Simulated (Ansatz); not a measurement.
CaAlO₂F (model structure, started from the SrVO2H type, P4/mmm, No. 123, 5 atoms in the cell), treated with G0W0@PBEsol+SOC in Ansatz (hard PAW, contour deformation, complete-basis limit, spin–orbit shift from PBEsol).

Numerical settings: largest k mesh 6×6×6 (not extrapolated in the mesh).

Cell (relaxed with PBEsol):

Space group P4/mmm (No. 123); a = 3.728 Å, b = 3.728 Å, c = 3.677 Å, α = 90.00°, β = 90.00°, γ = 90.00°

| atom | site | symmetry | x | y | z |
|---|---|---|---|---|---|
| Ca | 1d | 4/mmm | 0.5000 | 0.5000 | 0.5000 |
| Al | 1a | 4/mmm | 0.0000 | 0.0000 | 0.0000 |
| O | 2f | mmm. | 0.0000 | 0.5000 | 0.0000 |
| F | 1b | 4/mmm | 0.0000 | 0.0000 | 0.5000 |

Problem. Predict the band gap.

Solution. 
* **band gap**: 6.48 eV

Note: spin–orbit coupling enters as the shift of the gap found with a semilocal functional; the relaxation could raise the start's symmetry but not lower it, so the cell can be a saddle point.

Static lattice: no zero-point or thermal effects.

A model structure was made by putting elements into a prototype or built by hand; it is no filed structure, need not be a known phase, and can be a saddle point held by its symmetry.

Ansatz is a first-principles code.
